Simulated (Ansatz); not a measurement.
The parent structure is BN (space group P6_3/mmc, No. 194; a = 2.5005 Å, c = 6.4117 Å; layered, stacked along the Cartesian z axis).

Structures relaxed with PBEsol-D3(BJ)/PAW in Ansatz (a program for electronic structure), no spin-orbit coupling.

Base:

Simulated powder pattern, Cu Kα1, λ = 1.54056 Å (kinematic, ideal powder, no thermal factors, no anomalous dispersion; the 8 strongest lines at most, above 2 %, up to 2θ = 90°):

```
2θ (°)  I/Imax (%)    hkl
------  ----------  -----
27.81          100  (002)
41.67           18  (100)
44.10          5.8  (101)
50.84           17  (102)
57.44          7.0  (004)
73.44          4.3  (104)
76.07          7.6  (110)
82.80           12  (112)
```

The change: every lattice vector is stretched by 2.40 %, atoms relaxed at fixed cell.

After the change:

Simulated powder pattern, Cu Kα1, λ = 1.54056 Å (kinematic, ideal powder, no thermal factors, no anomalous dispersion; the 8 strongest lines at most, above 2 %, up to 2θ = 90°):

```json
[
 {"2θ (°)": "27.14", "d (Å)": "3.283", "I/Imax (%)": "100", "hkl": "(002)"},
 {"2θ (°)": "40.65", "d (Å)": "2.217", "I/Imax (%)": "18", "hkl": "(100)"},
 {"2θ (°)": "43.02", "d (Å)": "2.101", "I/Imax (%)": "5.9", "hkl": "(101)"},
 {"2θ (°)": "49.57", "d (Å)": "1.838", "I/Imax (%)": "17", "hkl": "(102)"},
 {"2θ (°)": "55.98", "d (Å)": "1.641", "I/Imax (%)": "7.1", "hkl": "(004)"},
 {"2θ (°)": "71.45", "d (Å)": "1.319", "I/Imax (%)": "4.3", "hkl": "(104)"},
 {"2θ (°)": "73.98", "d (Å)": "1.280", "I/Imax (%)": "7.7", "hkl": "(110)"},
 {"2θ (°)": "80.45", "d (Å)": "1.193", "I/Imax (%)": "12", "hkl": "(112)"}
]
```

The indices refer to the base's conventional cell; one index is shown for lines that coincide.

The cells carry an imposed strain or load. Stability against distortions was not tested.
